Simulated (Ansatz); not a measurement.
Pressure series in NiO

Take NiO in the rock salt structure (space group Fm-3m, No. 225; a = 4.116 Å; ferromagnetic) as the base.

Cell and atoms are relaxed at each pressure.

The values are results of PBEsol in Ansatz (plane waves to 420 eV, PAW, scalar-relativistic without spin-orbit coupling), not measurements.

```tsv
variant	lattice parameter a	largest site moment
base	4.116 Å	1.02 μB
pressure −2 GPa	4.130 Å	1.07 μB
pressure −1 GPa	4.123 Å	1.05 μB
pressure 0.3 GPa	4.114 Å	1.02 μB
pressure 0.7 GPa	[?]	1.01 μB
pressure 1.5 GPa	4.105 Å	0.98 μB
pressure 3 GPa	4.093 Å	0.91 μB
pressure 5 GPa	4.076 Å	0.76 μB
pressure 7.5 GPa	[?]	0.70 μB
pressure 10 GPa	4.048 Å	0.66 μB
```

Question: Fill in the withheld entries from the trend.

Answer: 
- pressure 0.7 GPa, lattice parameter a: 4.111 Å
- pressure 7.5 GPa, lattice parameter a: 4.062 Å

Load acts through the strain it causes; cell and atoms are relaxed under it. No phonon test of stability was made. Competing high-pressure phases were not computed. No Hubbard U is applied and the magnetic state is the run's own (NiO ferromagnetic); small cells can't hold the antiferromagnetic order that many such compounds have, so gaps and moments can be off. In its common phase, real NiO is an antiferromagnetic insulator at low temperature.

Ansatz is a quantum-chemistry and plane-wave program.
